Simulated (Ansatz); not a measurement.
The reference is ScAl₃ in the Cu3Au type structure (space group Pm-3m, No. 221; a = 4.087 Å; relaxed with 0.1 eV smearing). Axes: x, y, z lie along the cube axes.

Method: Kohn–Sham DFT with the r2SCAN functional, run in Ansatz (a first-principles code) with PAW and 500 eV plane waves, without spin-orbit coupling.

A first run, uniaxial strain ε_xx = +1.66 %, gives secant values C11 ≈ 190 GPa and C12 ≈ 38 GPa from its stress. A second run applies biaxial strain +0.93 %, plane normal [001], relaxed out of plane.

What does linear elasticity predict for −ε⊥/ε∥ in the second run, and what does the run give?

Linear elasticity: 2 C12/C11 = 0.40. The run gives 0.42; any difference comes from nonlinear terms at these strains and numerical noise.

No phonon test of stability was made. The final runs are not spin-polarised.
